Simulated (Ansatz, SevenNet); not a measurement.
# AlB2-type TiB₂, elastic constant C44

Reference value: 260 GPa (measured, temperature not stated, no zero-point or thermal correction; as tabulated in Liu et al. (2023), arXiv:2002.00005).

```json
[
 {"level (code)": "SevenNet-0", "value (GPa)": "151", "cell (Å³/atom)": "8.59"},
 {"level (code)": "LDA (Ansatz)", "value (GPa)": "289", "cell (Å³/atom)": "8.17"},
 {"level (code)": "PBE (Ansatz)", "value (GPa)": "258", "cell (Å³/atom)": "8.56"},
 {"level (code)": "PBE-D3(BJ) (Ansatz)", "value (GPa)": "___", "cell (Å³/atom)": "8.29"},
 {"level (code)": "r²SCAN+rVV10 (Ansatz)", "value (GPa)": "271", "cell (Å³/atom)": "8.48"}
]
```

Complete the blanks.


- PBE-D3(BJ) (Ansatz, an electronic-structure program), value (GPa): 285

Differences against the reference: SevenNet-0 -42 %, LDA +11.2 %, PBE -0.8 %, PBE-D3(BJ) +9.6 %, r²SCAN+rVV10 +4.2 %.

The reference's temperature isn't stated, so close values are not ranked against it. Off by more than 25 %, or 35 % on the side where a correction would as a rule narrow the miss (bounds picked here): SevenNet-0 (-42 %).

The reference isn't brought to a static lattice, while the calculations are for one, so the differences are not the levels' errors alone. A static lattice is as a rule stiffer than a warm one, by over a tenth in soft solids. The crystal itself was run without spin with LDA, PBE, PBE-D3(BJ), r²SCAN+rVV10; a magnetic state was not tried in these runs. PBE-D3(BJ): the dispersion coefficients are held fixed in the derivatives. Each level is taken at its own relaxed cell. Cutoffs differ between the levels. Ansatz's density-functional and Hartree–Fock values are scalar-relativistic unless marked +SOC, with PAW data made under PBE.

Machine-learned potentials (SevenNet-0) are trained on DFT data: a solid inside that data is no test of them.

Differences are worked out from the printed values.
